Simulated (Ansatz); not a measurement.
```
CELL_PARAMETERS angstrom
      0.00000     2.88679     2.88679
      2.88679     0.00000     2.88679
      2.88679     2.88679     0.00000
ATOMIC_POSITIONS crystal
  In 0.00000 0.00000 0.00000
  P  0.25000 0.25000 0.25000
```

No spin polarisation.

Computed with Ansatz (an electronic-structure program) LDA, no SOC. Settings: 10×10×10 k-points, 0.05 eV Fermi–Dirac smearing.

Predict the hole mass, electron mass and gap character.

Hole mass (degenerate bands, along [100]): 0.056, 0.40, 0.40 mₑ (at Γ)
Electron mass: 0.056 mₑ (at Γ)
Gap character: direct at Γ

Load acts through the strain it causes; cell and atoms are relaxed under it. Masses are band curvatures over ±0.01 Å⁻¹ around the edge. No phonon test of stability was made. Tetrahedral semiconductors of this kind turn to denser phases somewhere between about 1 and 50 GPa; those were not computed, so compressed cells here can lie past the real transition. The cell was made from InP in the zinc blende structure (space group F-43m, No. 216) by this change: pressure 2.1 GPa.
